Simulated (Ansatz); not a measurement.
**A computed series for InAs: alloy series**

Start from InAs in the zinc blende structure (space group F-43m, No. 216; a = 6.186 Å).

The other end (x = 1) is AlAs in the zinc blende structure (space group F-43m, No. 216): 23.50 Å³/atom, gap 1.50 eV.

Al replaces a fraction x of In; each row is one arrangement (x, atoms in the cell, starting space group or random), fully relaxed.

The values are results of PBE (Ansatz, a first-principles code; PAW; 420 eV plane waves; no spin-orbit coupling), not measurements.

Candidates:
(a) x(Al) = 0.5, 8 atoms, P-4m2
(b) x(Al) = 0.25, 8 atoms, Amm2
(c) x(Al) = 0.75, 8 atoms, Pmm2

Base values:

```
Property  Value
--------  -----
Band gap   zero
```

Q: Order them by band gap, highest first.

A: (c) x(Al) = 0.75, 8 atoms, Pmm2 (1.03 eV), (a) x(Al) = 0.5, 8 atoms, P-4m2 (0.42 eV), (b) x(Al) = 0.25, 8 atoms, Amm2 (zero)

Each cell is one ordered arrangement of few atoms, which overstates ordering effects compared with a random alloy. Stability against distortions was not tested. The final runs are not spin-polarised. Gaps under 0.05 eV, about the width of the smearing, are given as zero. A zero or small gap of InAs and AlIn3As4 can be the functional's error rather than a property of the material.
